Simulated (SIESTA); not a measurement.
# SIESTA run on AgAu3 (Pm-3m, 4 atoms in the cell): self-consistent single point

Method: LDA PW92, numerical atomic orbitals DZP, PseudoDojo LDA standard norm-conserving potentials (rewritten from UPF to PSML) in SIESTA.

The input file:

```
# files in the folder: Ag.psml Au.psml (PseudoDojo LDA standard)
SystemName  AgAu3
SystemLabel agau3

NumberOfAtoms                4
NumberOfSpecies              2
%block ChemicalSpeciesLabel
  1 47 Ag
  2 79 Au
%endblock ChemicalSpeciesLabel
LatticeConstant              1.0 Ang
%block LatticeVectors
     4.121630000    0.000000000    0.000000000
     0.000000000    4.121630000    0.000000000
     0.000000000    0.000000000    4.121630000
%endblock LatticeVectors
AtomicCoordinatesFormat      Bohr
%block AtomicCoordinatesAndAtomicSpecies
     3.894375944    3.894375944    3.894375944  1
     3.894375944    0.000000000    0.000000000  2
     0.000000000    3.894375944    0.000000000  2
     0.000000000    0.000000000    3.894375944  2
%endblock AtomicCoordinatesAndAtomicSpecies

XC.functional                LDA
XC.authors                   PW92
PAO.BasisSize                DZP
PAO.EnergyShift              0.01 Ry
MeshCutoff                   300 Ry
%block kgrid.MonkhorstPack
    6   0   0  0.0
    0   6   0  0.0
    0   0   6  0.0
%endblock kgrid.MonkhorstPack
OccupationFunction           FD
ElectronicTemperature        1160.45 K

MaxSCFIterations             150
SCF.Mixer.Method             Broyden
SCF.Mixer.Weight             0.25
SCF.Mixer.History            8
SCF.DM.Tolerance             1.0E-05
Diag.ParallelOverK           true
WriteForces                  true
```

The program printed (abridged):

```
reinit: Reading from file input.fdf

reinit: System Name: AgAu3
reinit: System Label: agau3

coor:   Atomic-coordinates input format  =     Cartesian coordinates
coor:                                            (in Bohr units)

siesta: Atomic coordinates (Bohr) and species
siesta:      3.89438   3.89438   3.89438  1        1
siesta:      3.89438   0.00000   0.00000  2        2
siesta:      0.00000   3.89438   0.00000  2        3
siesta:      0.00000   0.00000   3.89438  2        4

siesta: System type = bulk

initatomlists: Number of atoms, orbitals, and projectors:      4    76    93

siesta: ******************** Simulation parameters ****************************
redata: Spin configuration                          = none
redata: Time-Reversal Symmetry                      = T
redata: Number of Atomic Species                    =        2
redata: Mesh Cutoff                                 =   300.0000 Ry
redata: Net charge of the system                    =     0.0000 |e|
redata: Min. number of SCF Iter                     =        0
redata: Max. number of SCF Iter                     =      150
redata: SCF convergence failure will abort job
redata: SCF mix quantity                            = Hamiltonian
redata: Mix DM or H after convergence               =   F
redata: Recompute H after scf cycle                 =   F
redata: Mix DM in first SCF step                    =   T
redata: No kicks to SCF
redata: DM Mixing Weight for Kicks                  =     0.5000
redata: Require Harris convergence for SCF          =   F
redata: Harris energy tolerance for SCF             =     0.000100 eV
redata: Require DM convergence for SCF              =   T
redata: DM tolerance for SCF                        =     0.000010
redata: Require EDM convergence for SCF             =   F
redata: EDM tolerance for SCF                       =     0.001000 eV
redata: Require H convergence for SCF               =   T
redata: Hamiltonian tolerance for SCF               =     0.001000 eV
redata: Require (free) Energy convergence for SCF   =   F
redata: (free) Energy tolerance for SCF             =     0.000100 eV
redata: Using DFT-D3 dispersion                     =   F
redata: Using Saved Data (generic)                  =   F
redata: Method of Calculation                       = Diagonalization
redata: Electronic Temperature                      =  1160.4500 K
redata: Number of TDED substeps                     =        3
redata: Dynamics option                             = Single-point calculation
redata: Save all siesta data in one NC              =   F
redata: ***********************************************************************

%block SCF.Mixers
  Broyden
%endblock SCF.Mixers

%block SCF.Mixer.Broyden
  # Mixing method
  method broyden

  # Mixing options
  weight 0.2500
  weight.linear 0.2500
  weight.prime 0.2500
  history 8
%endblock SCF.Mixer.Broyden

DM_history_depth set to one: no extrapolation allowed by default for geometry relaxation
Size of DM history Fstack: 1
Total number of electrons:    76.000000
Total ionic charge:    76.000000

* ProcessorY, Blocksize:    1  64

* Orbital distribution balance (max,min):    76    76

k-point displ. along   1 input, could be:     0.00    0.50
k-point displ. along   2 input, could be:     0.00    0.50
k-point displ. along   3 input, could be:     0.00    0.50
 Kpoints in:          144 . Kpoints trimmed:          132

siesta: k-grid: Number of k-points = 132
siesta: k-points from Monkhorst-Pack grid
siesta: k-cutoff (effective) =    12.365 Ang
siesta: k-point supercell and displacements
siesta: k-grid:     6     0     0      0.000
siesta: k-grid:     0     6     0      0.000
siesta: k-grid:     0     0     6      0.000

diag: Algorithm                                     = D&C
diag: Parallel over k                               =   F
diag: Use parallel 2D distribution                  =   F
diag: Parallel block-size                           = 64
diag: Parallel distribution                         =     1 x     1
diag: Used triangular part                          = Lower
diag: Absolute tolerance                            =  0.100E-15
diag: Orthogonalization factor                      =  0.100E-05
diag: Memory factor                                 =  1.0000

superc: Internal auxiliary supercell:     5 x     5 x     5  =     125
superc: Number of atoms, orbitals, and projectors:    500   9500  11625

                        Single-point calculation

superc: Internal auxiliary supercell:     5 x     5 x     5  =     125
superc: Number of atoms, orbitals, and projectors:    500   9500  11625

outcell: Unit cell vectors (Ang):
        4.121630    0.000000    0.000000
        0.000000    4.121630    0.000000
        0.000000    0.000000    4.121630

outcell: Cell vector modules (Ang)   :    4.121630    4.121630    4.121630
outcell: Cell angles (23,13,12) (deg):     90.0000     90.0000     90.0000
outcell: Cell volume (Ang**3)        :     70.0176
new_DM -- step:     1
Initializing Density Matrix...

Attempting to read DM from file... Failed...
DM filled with atomic data:

InitMesh: MESH = 48 x 48 x 48 = 110592
InitMesh: Mesh cutoff (required, used) =   300.000   374.840 Ry

stepf: Fermi-Dirac step function

        iscf     Eharris(eV)        E_KS(eV)     FreeEng(eV)     dDmax    Ef(eV) dHmax(eV)
   scf:    1   -16211.593647   -16241.350275   -16241.399482  1.736403  0.226702 13.643100
   scf:    2   -16265.731418   -16255.528355   -16255.584888  0.754485 -1.129080  5.728098
   scf:    3   -16259.126065   -16257.961782   -16258.011662  0.292945 -1.885145  0.631723
   scf:    4   -16257.996555   -16257.985486   -16258.035971  0.040728 -1.950219  0.107370
   scf:    5   -16257.982023   -16257.985010   -16258.035581  0.009135 -1.991650  0.137635
   scf:    6   -16257.987029   -16257.986527   -16258.036907  0.013514 -1.988786  0.012433
   [... 2 lines left out ...]
   scf:    9   -16257.986499   -16257.986507   -16258.036918  0.000884 -1.993487  0.003109
   scf:   10   -16257.986499   -16257.986503   -16258.036919  0.000295 -1.993594  0.000142
   scf:   11   -16257.986503   -16257.986503   -16258.036919  0.000018 -1.993594  0.000075
   scf:   12   -16257.986503   -16257.986503   -16258.036919  0.000012 -1.993594  0.000055
   scf:   13   -16257.986503   -16257.986503   -16258.036919  0.000008 -1.993594  0.000040

SCF Convergence by DM+H criterion
max |DM_out - DM_in|         :     0.0000080369
max |H_out - H_in|      (eV) :     0.0000398906
SCF cycle converged after 13 iterations

Using DM_out to compute the final energy and forces

siesta: E_KS(eV) =           -16257.9865

siesta: E_KS - E_eggbox =    -16257.9865

siesta: Atomic forces (eV/Ang):
     1    0.000000    0.000000   -0.000000
     2   -0.000000    0.000000    0.000000
     3    0.000000   -0.000000    0.000000
     4    0.000000    0.000000   -0.000000
   Tot    0.000000    0.000000    0.000000
   Max    0.000000
   Res    0.000000    sqrt( Sum f_i^2 / 3N )
   Max    0.000000    constrained

Stress tensor Voigt[x,y,z,yz,xz,xy] (kbar):      130.43      130.43      130.43        0.00        0.00        0.00
(Free)E + p*V (eV/cell)   -16263.7371
Target enthalpy (eV/cell)   -16258.0369

siesta: Program's energy decomposition (eV):
siesta: Ebs     =     -2506.704405
siesta: Eions   =     20740.699284
siesta: Ena     =      1971.097538
siesta: Ekin    =      4899.046293
siesta: Enl     =       118.084639
siesta: Eso     =         0.000000
siesta: Edftu   =         0.000000
siesta: DEna    =       164.102761
siesta: DUscf   =         6.017284
siesta: DUext   =         0.000000
siesta: Ex      =     -2464.748135
siesta: Ec      =      -210.887599
siesta: Exc     =     -2675.635734
siesta: Eharris =    -16257.986503
siesta: Etot    =    -16257.986503
siesta: FreeEng =    -16258.036919

siesta: Stress tensor (static) (eV/Ang**3):
siesta:     0.081411    0.000000    0.000000
siesta:     0.000000    0.081411    0.000000
siesta:     0.000000    0.000000    0.081411

siesta: Cell volume =         70.017566 Ang**3

siesta: Pressure (static):
siesta:                Solid            Molecule  Units
siesta:          -0.00088668         -0.00088668  Ry/Bohr**3
siesta:          -0.08141080         -0.08141079  eV/Ang**3
siesta:        -130.43448021       -130.43447327  kBar
```

The run converged in 13 iterations.

The starting cell comes from a database of computed structures (which also holds hypothetical and non-ambient phases and stackings), without a prior relaxation at this level. Values carry the incompleteness of an atom-centred basis. With a pressure of about -13 GPa the cell is away from its equilibrium volume at this level.
